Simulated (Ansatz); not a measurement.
# CsPbCl3, response to strain

Base system: CsPbCl3 in the cubic perovskite structure (space group Pm-3m, No. 221; a = 5.619 Å). Axes: x, y, z lie along the cube axes.

Strains are applied to the cell and any free atomic positions relax.

Computed with PBEsol (Ansatz, a quantum-chemistry and plane-wave program; PAW; 420 eV plane waves; scalar-relativistic without spin-orbit coupling).

Candidates:
(a) uniaxial strain ε_zz = +1.20 %
(b) uniaxial strain ε_zz = +1.80 %
(c) uniaxial strain ε_zz = +0.60 %

Notes on the quantities. energy relative to the base: free energy F.

Problem. Order them by energy relative to the base, lowest first.

Solution. (c) uniaxial strain ε_zz = +0.60 % (+0.2 meV/atom), (a) uniaxial strain ε_zz = +1.20 % (+0.9 meV/atom), (b) uniaxial strain ε_zz = +1.80 % (+2.0 meV/atom)

No phonon test of stability was made. Many cubic perovskites are stable only at high temperature; tilts and polar distortions were not tested. This is not the structure that CsPbCl3 has at room temperature and ambient pressure.
